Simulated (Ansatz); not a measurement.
**SnSe: Se → As**

Base system: SnSe in the GeS type structure (space group Pnma, No. 62; a = 11.534 Å, b = 4.121 Å, c = 4.578 Å; layered, stacked along the Cartesian x axis).

Perturbation: full substitution Se → As, then cell and atoms are relaxed.

Calculations: r2SCAN+rVV10 in Ansatz (plane waves to 500 eV, PAW, no SOC), earlier PAW set. Settings: 14×14×14 k-points, 0.05 eV Fermi–Dirac smearing, for the changed cell.

```json
{
 "volume_per_atom": "23.45 Å³ (base 27.20 Å³)",
 "density": "6.86 g/cm³ (base 6.03 g/cm³)",
 "space_group": "Fm-3m (No. 225) (base Pnma (No. 62))",
 "shortest_interatomic_distance": "2.862 Å (base 2.757 Å)",
 "band_gap": "zero (base 0.89 eV)"
}
```

Final structure:

```
SnAs
1.0
    0.00000     2.86234     2.86234
    2.86234     0.00000     2.86234
    2.86234     2.86234     0.00000
Sn As
1 1
Direct
  0.00000   0.00000   0.00000
  0.50000   0.50000   0.50000
```

Cost of the whole job for the changed cell (relaxation, final SCF and bands): very roughly 15 core-minutes.

No phonon test of stability was made. The final runs are not spin-polarised. An odd electron count without spin: SnAs.

Ansatz is an electronic-structure program.
